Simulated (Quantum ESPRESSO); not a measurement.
Quantum ESPRESSO run on RbLuS₂ (R-3m, 4 atoms in the cell): self-consistent single point.

Computed with PBEsol-D3(BJ) with three-body term, PseudoDojo standard norm-conserving (PBESOL) pseudopotentials (plane waves; Quantum ESPRESSO).

```yaml
crystal:
  lattice:
    - [1.96018, 1.13171, 7.47792]
    - [-1.96018, 1.13171, 7.47792]
    - [0.00000, -2.26342, 7.47792]
  atoms:
    - { symbol: Lu, position: [0.50000, 0.50000, 0.50000] }
    - { symbol: S, position: [0.23030, 0.23030, 0.23030] }
    - { symbol: S, position: [0.76970, 0.76970, 0.76970] }
    - { symbol: Rb, position: [0.00000, 0.00000, 0.00000] }
```

Reference input (self-consistent single point, DFT, PBEsol, plane waves, PseudoDojo standard norm-conserving (PBESOL) pseudopotentials): ecutwfc = 100 Ry; occupations = smearing; smearing = cold; degauss = 0.0073499 Ry; potentials = {Lu: Lu.upf, S: S.upf, Rb: Rb.upf}; K_POINTS = automatic 5 5 5 0 0 0; conv_thr = 1e-10 Ry; mixing_beta = 0.7. This run's input differs from it in these lines:

```diff
@@ -16,2 +16,5 @@
    degauss = 0.0073499
+   vdw_corr = 'grimme-d3'
+   dftd3_version = 4
+   dftd3_threebody = .true.
 /
```

Output, abridged:

```
     Self-consistent Calculation

     iteration #  1     ecut=   100.00 Ry     beta= 0.70

     Threshold (ethr) on eigenvalues was too large:
     Diagonalizing with lowered threshold

     total energy              =    -591.60605018 Ry
     estimated scf accuracy    <       0.25276490 Ry

     iteration #  2     ecut=   100.00 Ry     beta= 0.70

     total energy              =    -591.67588245 Ry
     estimated scf accuracy    <       0.13334101 Ry

     iteration #  3     ecut=   100.00 Ry     beta= 0.70

     total energy              =    -591.70327722 Ry
     estimated scf accuracy    <       0.00545359 Ry

   [... 6 blocks of this kind left out ...]

     iteration # 10     ecut=   100.00 Ry     beta= 0.70

     total energy              =    -591.70545877 Ry
     estimated scf accuracy    <          2.1E-09 Ry

     iteration # 11     ecut=   100.00 Ry     beta= 0.70
     End of self-consistent calculation

     the Fermi energy is     9.4024 ev

!    total energy              =    -591.70545878 Ry
     estimated scf accuracy    <          1.6E-11 Ry
     smearing contrib. (-TS)   =      -0.00000000 Ry
     internal energy E=F+TS    =    -591.70545878 Ry

     DFT-D3 Dispersion         =      -0.08675985 Ry

     convergence has been achieved in  11 iterations

     Forces acting on atoms (cartesian axes, Ry/au):

     atom    1 type  1   force =    -0.00000000    0.00000000   -0.00000000
     atom    2 type  2   force =    -0.00000000    0.00000000    0.00222821
     atom    3 type  2   force =    -0.00000000    0.00000000   -0.00222821
     atom    4 type  3   force =    -0.00000000    0.00000000    0.00000000

     Total force =     0.003151     Total SCF correction =     0.000002

          total   stress  (Ry/bohr**3)                   (kbar)     P=       -9.90
  -0.00007647   0.00000000   0.00000000          -11.25        0.00        0.00
   0.00000000  -0.00007647  -0.00000000            0.00      -11.25       -0.00
   0.00000000  -0.00000000  -0.00004898            0.00       -0.00       -7.20

   JOB DONE.
```

The run converged in 11 iterations. Against the reference run the pressure goes from 0.86 to -0.99 GPa, the largest force moves little (0.061 to 0.057 eV/Å) and the gap on the mesh stays at 2.151 eV.

The starting cell comes from a database of published, mostly measured structures (it also holds non-ambient and calculated ones), without a prior relaxation at this level. Its lattice was rescaled by a random factor within 2.5 % of one. Spin-orbit coupling is off.

Cost on one core of a shared machine: roughly 10 min.
